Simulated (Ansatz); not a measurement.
# Pressure series in TiO2

Take TiO$_{2}$ in the anatase structure (space group I4_1/amd, No. 141; a = 3.739 Å, c = 9.455 Å) as the base.

Cell and atoms are relaxed at each pressure.

All numbers come from LDA in Ansatz (plane waves to 420 eV, PAW, spin-orbit coupling left out).

```tsv
change	band gap	volume per atom	c/a ratio
base	2.08 eV	11.02 Å³	2.529
pressure −2 GPa	2.10 eV	11.13 Å³	2.544
pressure −1 GPa	2.09 eV	11.07 Å³	2.536
pressure 0.9 GPa	2.08 eV	10.97 Å³	2.522
pressure 2.1 GPa	2.06 eV	10.90 Å³	2.512
pressure 4.5 GPa	2.04 eV	10.77 Å³	2.492
pressure 9 GPa	1.98 eV	10.53 Å³	2.452
pressure 15 GPa	1.89 eV	10.23 Å³	2.399
pressure 22.5 GPa	1.78 eV	9.89 Å³	2.338
pressure 30 GPa	1.68 eV	9.59 Å³	2.284
```

Load acts through the strain it causes; cell and atoms are relaxed under it. Whether these cells are dynamically stable was not tested. No other phases were tried under pressure. All final runs are without spin polarisation.

Ansatz is an electronic-structure program.
